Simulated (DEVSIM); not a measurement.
System: abrupt Si n-p junction, at 300 K.

Layer 1 from the left is Si, thickness (μm) 17.0, Nd (cm⁻³) 2.9e17, τn (s) 1.5e-6, τp (s) 1.5e-6. Layer 2 from the left is Si, thickness (μm) 66.0, Na (cm⁻³) 2.4e17, τn (s) 1.5e-6, τp (s) 1.5e-6.

Left contact: ohmic. Right contact: ohmic. Voltage is applied to the left contact. Recombination: SRH at mid-gap, radiative. Mobility is constant in doping.

This is a model device: material constants are rounded textbook-type values typed into the input, and sizes, dopings and lifetimes were drawn at random. Values at 300 K.

Si: gap (eV) 1.124, affinity (eV) 4.05, permittivity 11.7, Nc (cm⁻³) 2.86e19, Nv (cm⁻³) 3.1e19, μn (cm²/Vs) 1417, μp (cm²/Vs) 470, B (cm³/s) 4.7e-15.

Model (solved in DEVSIM): 1D drift-diffusion, Boltzmann statistics, complete ionisation; no tunnelling, impact ionisation, image-force lowering or self-heating.

Task: What does the simulation give for the dark forward voltage at 1 A/cm², the dark forward voltage at 100 A/cm², the potential step across the device at zero bias, the largest field in the device at zero bias?

Result: dark forward voltage at 1 A/cm² 0.714 V; dark forward voltage at 100 A/cm² 0.850 V; potential step across the device at zero bias 0.880 V; largest field in the device at zero bias 180000 V/cm.
